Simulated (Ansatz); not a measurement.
The parent structure is HfSi2 (space group Cmcm, No. 63).

```
CELL_PARAMETERS angstrom
      1.84139    -7.29901     0.00000
      1.84139     7.29901     0.00000
      0.00000     0.00000     3.65821
ATOMIC_POSITIONS crystal
  Si 0.94568 0.05432 0.75000
  Si 0.05432 0.94568 0.25000
  Si 0.24976 0.75024 0.75000
  Si 0.75024 0.24976 0.25000
  Hf 0.60551 0.39449 0.75000
  Hf 0.39449 0.60551 0.25000
```

Cartesian axes are those of the cell as printed.

All numbers come from PBE (Ansatz, a first-principles code; PAW; 420 eV plane waves; no spin-orbit coupling).

Base values:

```
Quantity           Result
---------------  --------
Band gap             zero
Volume per atom  16.39 Å³
```

The change: compressive biaxial strain of 1.43 % in the plane normal to [001], as in epitaxy on a mismatched substrate; the out-of-plane cell vector and the atoms relax.

**Question.** How does this affect the energy relative to the base?

**Answer.** The energy grows by 5.1 meV/atom.

**Question.** What happens to the band gap?

**Answer.** The band gap is still zero.

**Question.** Estimate the effect on the volume per atom.

**Answer.** The volume per atom decreases by 0.32 Å³ (16.39 Å³ → 16.07 Å³).

Without a gap, meshes like the base's 13×13×13 leave anisotropic stresses uncertain by several tenths of a GPa, and small strain energies with them. Whether these cells are dynamically stable was not tested. All final runs are without spin polarisation.
